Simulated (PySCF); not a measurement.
PySCF 2.14.0, PBE/def2-svp, df: Zr(OEt)(SH)3 (CC[O][Zr]([SH])([SH])[SH]), 15 atoms. The geometry is a generated start, not checked to be a minimum at this level.

| Property | Value |
|---|---|
| task | energy |
| method | pbe |
| basis | def2-svp |
| two-electron scheme | density fitting |
| mol.max_memory | 3000 MB |
| mf.max_cycle | 100 |
| mf.conv_tol | 1e-09 (default) |
| mf.grids.level | 3 (default) |
| effective core potentials | those of the basis set, past Kr |
| basis functions | 167 |
| grid points | 199816 |

```xyz
15

Zr    -0.2260     1.3110     0.7200
O     -0.5251    -0.2636    -0.1746
C      0.5138    -0.9237    -0.8535
C     -0.0511    -1.9975    -1.7807
H      1.0896    -0.1785    -1.4507
H      1.1859    -1.3918    -0.1042
H     -0.6836    -1.5351    -2.5361
H      0.7561    -2.5378    -2.2676
H     -0.6515    -2.6950    -1.1993
S      2.1443     1.2193     1.3692
H      1.8551     0.8445     2.6229
S     -0.8330     3.3685    -0.4766
H     -1.4175     3.8788     0.6229
S     -1.4252     1.0936     2.8628
H     -1.7318    -0.1925     2.6455
```

Charge 0 and multiplicity 1 are set for this test and not shown to be the ground state.

With the defaults (mf.DIIS = CDIIS, mf.diis = true, mf.init_guess = minao, mf.damp = 0, mf.diis_start_cycle = 1, mf.level_shift = 0, mf.diis_damp = 0, mf.diis_space = 8) it converges in 18 Fock builds. One run each on 2 threads, 1 BLAS thread, with these changes:
- mf.diis_space = 5
- mf.DIIS = EDIIS
- mf.init_guess = atom
- mf.damp = 0.3, mf.diis_start_cycle = 4
- mf.init_guess = 1e
- mf.level_shift = 1 Hartree
- mf.diis_damp = 0.3
- mf.diis = false
- mf.damp = 0.7, mf.diis_start_cycle = 8

Q: Name the settings that don't reach the solution of the defaults.

A: No convergence: mf.DIIS = EDIIS; mf.diis = false (the run ends without SCF convergence in 100 cycles). The rest reach the solution of the defaults.

```csv
setting,Fock builds,end
mf.diis_damp = 0.3,15,same solution
mf.init_guess = atom,17,same solution
"mf.damp = 0.7, mf.diis_start_cycle = 8",17,same solution
the defaults,18,same solution
mf.diis_space = 5,23,same solution
"mf.damp = 0.3, mf.diis_start_cycle = 4",29,same solution
mf.init_guess = 1e,31,same solution
mf.level_shift = 1 Hartree,57,same solution
mf.DIIS = EDIIS,101,no convergence
mf.diis = false,101,no convergence
```
